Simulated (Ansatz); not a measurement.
Base system: Rh in the fcc (Cu type) structure (space group Fm-3m, No. 225; a = 3.780 Å).

Perturbation: every Rh is replaced by Bi; the structure is relaxed again.

Levels (all Ansatz, a quantum-chemistry and plane-wave program, PAW): PBEsol (420 eV, without spin-orbit coupling); PBEsol+SOC (420 eV, noncollinear with spin-orbit coupling).

The geometry is relaxed with PBEsol.

- PBEsol pressure = 0.0 GPa

Q: How does going to PBEsol+SOC change the pressure?

A: The pressure goes from zero to 1.3 GPa.

Single points use the geometry relaxed with PBEsol. The spin-orbit shifts are approximate. Stability against distortions was not tested. As relaxed here, Bi is a hypothetical phase, not in the database extracts checked. The runs without spin-orbit coupling are not spin-polarised.
